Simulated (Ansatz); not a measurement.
Take WSi₂ (space group I4/mmm, No. 139; a = 3.185 Å, c = 7.773 Å; relaxed with 0.1 eV smearing) as the base. Axes: x, y, z lie along a, b, c of the conventional cell.

Level of theory: plane-wave PAW DFT at the LDA level (Ansatz, a program for electronic structure, 420 eV), spin-orbit coupling left out.

Base values:

The shortest interatomic distance comes out as 2.571 Å and the band gap is zero.

Perturbation: the cell is compressed by 1.00 % along x with no lateral relaxation, atoms relaxed at fixed cell.

Question: What does the calculation give for the energy relative to the base, stress, shortest interatomic distance and band gap after the change?

Answer: The energy rises by 1.9 meV/atom; the stress (xx, yy, zz, yz, xz, xy; compression positive) comes out as (4.6, 1.4, 1.1, 0.0, 0.0, 0.0) GPa; the shortest interatomic distance rises by 0.0026 Å to 2.573 Å; the band gap is still zero.

The cells carry an imposed strain or load. No phonon test of stability was made. All final runs are without spin polarisation.
